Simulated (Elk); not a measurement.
Checking a run of Elk on MnIr (Fd-3m, 4 atoms in the cell). The aim is a self-consistent single point with DFT, LDA (PW92), all-electron FP-LAPW, Elk's shipped species files, default APW+lo basis.

Cell that was meant: a = 3.9734 Å, b = 3.9734 Å, c = 3.9734 Å, α = 60.00°, β = 60.00°, γ = 60.00°.

Part of the input:

```
  1.889726125

avec
    0.0000000000    5.3094430000    5.3094430000
    5.3094430000    0.0000000000    5.3094430000
    5.3094430000    5.3094430000    0.0000000000

atoms
  2
```

Output, abridged:

```
│ Elk code version 10.2.4 │

All units are atomic (Hartree, Bohr, etc.)

│ Ground-state run starting from atomic densities │

   [... lines left out ...]
Total number of valence states :  152
Total number of core states    :  116

Total number of local-orbitals :   98

Exchange-correlation functional :      3     0     0
 Perdew-Wang/Ceperley-Alder, Phys. Rev. B 45, 13244 (1992)
 gradient requirement :    0
 local density approximation (LDA)

Smearing type :    0
 Gaussian
Smearing width :   0.7349860000E-02
Effective electronic temperature (K) :    2320.902224

Mixing type :    3
 Broyden mixing, J. Phys. A: Math. Gen. 17, L317 (1984)

Kohn-Sham potential initialised from atomic data
│ Self-consistent loop started │
│ Loop number : 1 │
 total energy                :     -38153.7560677
 total moment                :    9.976808090
│ Loop number : 2 │
 total energy                :     -38145.5061997
 total moment                :    9.981164207
RMS change in Kohn-Sham potential (target) :   0.5207765522     (  0.1000000000E-05)
Absolute change in total energy (target)   :    8.249868023     (  0.1000000000E-03)
│ Loop number : 3 │
 total energy                :     -37910.0257102
 total moment                :    1.481720540
   [... lines left out ...]
│ Loop number : 34 │
 total energy                :     -38008.2418761
 total moment                :    5.678155046
RMS change in Kohn-Sham potential (target) :   0.1600864390E-05 (  0.1000000000E-05)
Absolute change in total energy (target)   :   0.9854737509E-03 (  0.1000000000E-03)
│ Loop number : 35 │
 total energy                :     -38008.2417163
 total moment                :    5.678154336
RMS change in Kohn-Sham potential (target) :   0.5465277533E-06 (  0.1000000000E-05)
Absolute change in total energy (target)   :   0.8656567661E-04 (  0.1000000000E-03)
Convergence targets achieved

│ Loop number : 36 │

Energies :
 Fermi                       :    -0.733833077773E-01
 xc effective B-field        :    -0.860322729803
 external B-field            :      0.00000000000
 total energy                :     -38008.2417184
 (external B-field energy excluded from total)

Density of states at Fermi energy :    769.3917278
 (states/Hartree/unit cell)

Estimated indirect band gap :   0.1936443953E-03
 from k-point      6 to k-point      1
Estimated direct band gap   :   0.4179694729E-03
 at k-point      6

Charges :
 core                        :    116.0000000
 valence                     :    88.00000000
 interstitial                :    6.491784856
 muffin-tins (core leakage)
  species :    1 (Mn)
   [... lines left out ...]
 interstitial                :   0.7905253026
 muffin-tins
  species :    1 (Mn)
   atom    1                 :    4.627567372
   atom    2                 :    4.627567372
  species :    2 (Ir)
   atom    1                 :   -2.183749344
   atom    2                 :   -2.183749344
 total in muffin-tins        :    4.887636054
 total moment                :    5.678161357

│ Self-consistent loop stopped │
```

### Question
Can these results be used? Check the input.

### Answer
The run is not sound. The fault is this: lattice vectors in bohr beside a scale meant for angstrom. Bohr and ångström differ by a factor of 1.89; the cell that the program reads is then far too large or far too small. To fix it, give the lengths in the unit that the key or card expects. The run converged in 36 iterations without an error; against the sound input the size of the net moment goes from 0.37 to 1.42 μB/atom.

An input that runs soundly differs in these lines (not the only fix; some lines may just follow from the change or write a value another way):
```diff
-    0.0000000000    5.3094430000    5.3094430000
-    5.3094430000    0.0000000000    5.3094430000
-    5.3094430000    5.3094430000    0.0000000000
+    0.0000000000    2.8096360000    2.8096360000
+    2.8096360000    0.0000000000    2.8096360000
+    2.8096360000    2.8096360000    0.0000000000
```

With that input, the run converged in 38 iterations: total energy -1034281.5430 eV; Fermi level (on the code's own zero) 15.52 eV; size of the cell's spin moment 1.47 μB; site moments (μB, in the program's spheres or projections) Mn 0.85, Mn 0.85, Ir -0.11, Ir -0.11 (DFT, LDA (PW92), all-electron FP-LAPW, Elk's shipped species files, default APW+lo basis).

On the sound input: the starting cell was generated: these elements placed on a structure prototype, without a prior relaxation; it need not be a known phase or ordering of this composition. Its lattice was rescaled by a random factor within 2.5 % of one. Spin-orbit coupling is off. The moments shrank to a small part of their start, a low-spin state that need not be the lowest. Values depend on the basis (sphere radii, cutoffs, local orbitals), which need not be converged. The log's line on a gap gives a spacing of levels on this mesh, which the program prints for metals too.
